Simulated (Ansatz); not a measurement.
## Competing hops of N vacancy in wurtzite GaN, charge state +3

Consider N vacancy in wurtzite GaN, charge state +3. Method: PBE, PAW (plane waves to 420 eV; Ansatz, an electronic-structure program).

Settings: 192 host sites, the relaxed PBE lattice, one k-point at (0.125, 0.250, 0.250), smearing 0.01 eV, spin-restricted, no image-charge correction. Static, classical nuclei. The charge state is imposed; whether it is stable for some Fermi level was not computed. Forms of the defect that were not tried may lie lower.

Barriers: single points on a 2×2×2 k-point mesh shifted by half a step along c at the bands' geometries.

| Route | Start site over the lowest site run (eV) | Hop (Å) | Forward barrier (eV) | Backward barrier (eV) | Neighbours at the start | Neighbours at the saddle | Saddle order | Forward, on the band's own sampling (eV) |
|---|---|---|---|---|---|---|---|---|
| one N atom jumps into the vacancy from a nearby N site | 0.00 | 3.23 | 2.38 | 2.38 | Ga at 1.89, Ga at 1.98, Ga at 1.99, Ga at 2.02 Å | Ga at 1.85, 2 Ga at 2.27 Å | first order | 2.35 |
| one N atom jumps into the vacancy from a nearby N site | 0.00 | 3.25 | 2.64 | 2.64 | Ga at 1.89, 2 Ga at 1.97, Ga at 2.04 Å | Ga at 1.80, Ga at 1.91 Å | first order | 2.64 |

Paths come from CI-NEB runs. Of the routes that converged and passed our checks, the lowest saddle point lies 2.38 eV above the lowest of the sites run (one N atom jumps into the vacancy from a nearby N site); other sites, such as split forms, and other routes may lie lower. 

The whole set of runs took very roughly 29 core-hours.
